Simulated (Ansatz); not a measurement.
Ansatz (a first-principles code) run on GeRh (Pnma, 8 atoms in the cell): self-consistent single point

Computed with LDA (PW92), default PAW files made with PBE (plane waves; Ansatz).

The input file:

Ansatz 0.2 input:
```yaml
crystal:
  lattice:
    - [5.644336, 0.000000, 0.000000]
    - [0.000000, 3.277440, 0.000000]
    - [0.000000, 0.000000, 6.425212]
  atoms:
    - { symbol: Ge, position: [0.808260, 0.750000, 0.436430] }
    - { symbol: Ge, position: [0.191740, 0.250000, 0.563570] }
    - { symbol: Ge, position: [0.691740, 0.250000, 0.936430] }
    - { symbol: Ge, position: [0.308260, 0.750000, 0.063570] }
    - { symbol: Rh, position: [0.995440, 0.750000, 0.796620] }
    - { symbol: Rh, position: [0.004560, 0.250000, 0.203380] }
    - { symbol: Rh, position: [0.504560, 0.250000, 0.296620] }
    - { symbol: Rh, position: [0.495440, 0.750000, 0.703380] }
basis:
  ecutwfc: 30.9 Ry
kpoints:
  mp_grid:
    grid: [4, 7, 3]
hamiltonian:
  xc: lda
  pseudopotentials:
    kind: paw
scf:
  occupations:
    method: gaussian
    width: 0.0073 Ry
output:
  forces: true
  eigenvalues: true
  stress: true
```

The program printed (abridged):

```
WARN ansatz: RAYON_NUM_THREADS=1 ignored (pool sized by the plan → 1); use --threads N
Pseudopotentials: kind: paw
Pseudopotential: Ge, paw, valence charge 14
Pseudopotential: Rh, paw, valence charge 17
Crystal: 8 atoms, lattice volume = 118.860 Å³
Basis set: ecut = 420.4159175005146 eV, 2317 PW (Γ)
Bands: 75, of which v1, the nominal top of the filled ones, is band 62 counted from 1 (61 counted from 0)
Symmetry: 8 space group operations
Space group: Pnma (ITA 62), of the structure as read, at distance tolerance 4.9e-5 Å
k-points: 24 of 84
PAW frozen core: Ge, regenerated for the run's functional, and the local potential with it
PAW frozen core: Rh, regenerated for the run's functional, and the local potential with it
Initial density: superposition of atomic densities (neutral atoms: chi_scale 0, normalization atom), corrected by the library's trained network
Initial wavefunctions: pseudopotential atomic-orbital guess
Eigensolver: davidson
Functional: x = slater, c = lda
SCF iter   1: F=—  HF=-41982.182590 eV  |F-HF|=—  |Δ(HF+E_count)|=         —  Δρ=1.10e-2  dr2=1.40e-1  ethr=1.77e-3  ⟨swp⟩=5.2  Hψ=5937  notcnv=0  defer=35
all-band conjugate gradients solve this SCF's bands
preconditioner: auto → Kerker (q_TF=auto, 2.748 Å⁻¹)
SCF iter   2: F=—  HF=-41982.162534 eV  |F-HF|=—  |Δ(HF+E_count)|=   2.01e-2  Δρ=5.43e-3  dr2=3.77e-2  ethr=1.13e-4  ⟨swp⟩=1.0  Hψ=2088  notcnv=0  defer=45
SCF iter   3: F=—  HF=-41982.155473 eV  |F-HF|=—  |Δ(HF+E_count)|=   7.06e-3  Δρ=1.10e-3  dr2=1.21e-3  ethr=3.04e-5  ⟨swp⟩=2.0  Hψ=2079  notcnv=0  defer=45
SCF iter   4: F=—  HF=-41982.154894 eV  |F-HF|=—  |Δ(HF+E_count)|=   5.80e-4  Δρ=4.66e-4  dr2=3.63e-4  ethr=9.75e-7  ⟨swp⟩=2.0  Hψ=2282  notcnv=0  defer=45
SCF iter   5: F=—  HF=-41982.154754 eV  |F-HF|=—  |Δ(HF+E_count)|=   1.40e-4  Δρ=1.46e-4  dr2=2.64e-5  ethr=2.93e-7  ⟨swp⟩=2.0  Hψ=2713  notcnv=0  defer=45
SCF iter   6: F=—  HF=-41982.154748 eV  |F-HF|=—  |Δ(HF+E_count)|=   5.79e-6  Δρ=2.82e-5  dr2=5.15e-7  ethr=2.13e-8  ⟨swp⟩=2.0  Hψ=2717  notcnv=0  defer=45
SCF iter   7: F=-41982.154748 eV  HF=-41982.154748 eV  |F-HF|=1.95e-8  |Δ(HF+E_count)|=   6.74e-8  Δρ=7.50e-6  dr2=5.84e-8  ethr=8.06e-11  ⟨swp⟩=8.9  Hψ=7996  notcnv=0
SCF 1 converged in 7 iterations: F = -41982.154748 eV  dr2 = 5.84e-8
SCF converged after 7 iterations
Free energy (F): -41982.154748 eV
Harris-Foulkes:  -41982.154748 eV  (|F-HF|=1.95e-8)
Internal energy: -41982.138483 eV  (E = F + TS)
E sigma→0 (E₀):  -41982.146615 eV
Entropy (-TS):   -0.016265 eV (-2.033 meV/atom)
Fermi energy:    16.928685 eV
--- Per-component energies (eV) ---
  E_band       = -812.910674
  E_kinetic    = 2759.968155
  E_local      = -15074.826213  (includes V_loc(G=0)·N_el)
  E_nonlocal   = 3135.662050
  E_hartree    = 6061.917061
  E_xc         = -1190.014513
  E_vxc        = -1382.193003  (∫ρ·V_xc dr)
  E_paw        = -21627.891703  (= ΣΔE_a)
  E_vpaw       = -2375.347527  (= ΣTr[D̂ρ^β])
  E_aug_tail   = 0.004231  (compensation charges beyond the density's cutoff)
  E_ewald      = -16057.080784
  E_core_change = 10.123234  (= ΣΔE_core)
  E_smearing   = -0.016265  (= −TS)
  E_closure    = -0.000000  (closes the sum)
  Σ components = -41982.154748   (vs F -41982.154748, Δ=0.00e0)
--- Forces (eV/Å), atoms counted from 1 ---
  atom   1  Ge    -0.09831906     0.00000000    -0.00533481
  atom   2  Ge     0.09831906     0.00000000     0.00533481
  atom   3  Ge     0.09831906     0.00000000    -0.00533481
  atom   4  Ge    -0.09831906     0.00000000     0.00533481
  atom   5  Rh    -0.02831441     0.00000000     0.09692445
  atom   6  Rh     0.02831441     0.00000000    -0.09692445
  atom   7  Rh     0.02831441     0.00000000     0.09692445
  atom   8  Rh    -0.02831441     0.00000000    -0.09692445
  max |Σ_I F_I| component: 2.78e-17 eV/Å
--- Stress (GPa, compression-positive) ---
       -4.484485       0.000000       0.000000
        0.000000      -4.678574       0.000000
        0.000000       0.000000      -3.936017
  P = ⅓ Tr σ = -4.3664 GPa (-43.664 kbar)
  The stress holds the Pulay correction. Without it, at fixed plane waves, as pw.x and ABINIT print it: P = -4.4319 GPa
--- Band table (eV; the first three rows and the last of 24) ---
  k-point 0: bands = ["-61.2384", "-61.2322", "-61.2224", "-61.2163", "-29.4146", "-29.4050", "-29.2694", "-29.2657", "-29.2336", "-29.1964", "-29.1940", "-29.1711", "-29.1637", "-29.1446", "-29.1428", "-29.1232", "-7.5873", "-7.5831", "-7.5735", [...]
  k-point 1: bands = ["-61.2372", "-61.2343", "-61.2204", "-61.2175", "-29.4122", "-29.4074", "-29.2676", "-29.2658", "-29.2271", "-29.2113", "-29.1836", "-29.1750", "-29.1610", "-29.1536", "-29.1337", "-29.1261", "-7.5860", "-7.5839", "-7.5708", [...]
  k-point 2: bands = ["-61.2376", "-61.2320", "-61.2216", "-61.2161", "-29.4130", "-29.4044", "-29.2666", "-29.2622", "-29.2341", "-29.2011", "-29.1936", "-29.1811", "-29.1633", "-29.1523", "-29.1505", "-29.1326", "-7.5871", "-7.5861", "-7.5617", [...]
  k-point 23: bands = ["-61.2256", "-61.2256", "-61.2242", "-61.2242", "-29.3191", "-29.3191", "-29.3178", "-29.3178", "-29.2291", "-29.2291", "-29.2218", "-29.2218", "-29.1763", "-29.1763", "-29.1755", "-29.1755", "-7.5785", "-7.5785", "-7.5640", [...]
```

The run converged in 7 iterations.

The starting cell comes from a database of computed structures (which also holds hypothetical and non-ambient phases and stackings), without a prior relaxation at this level. Its lattice was rescaled by up to half a per cent. Spin polarisation is off. With a pressure of about -4 GPa the cell is away from its equilibrium volume at this level. Ansatz's pressure includes its estimate of the finite-basis (Pulay) stress.
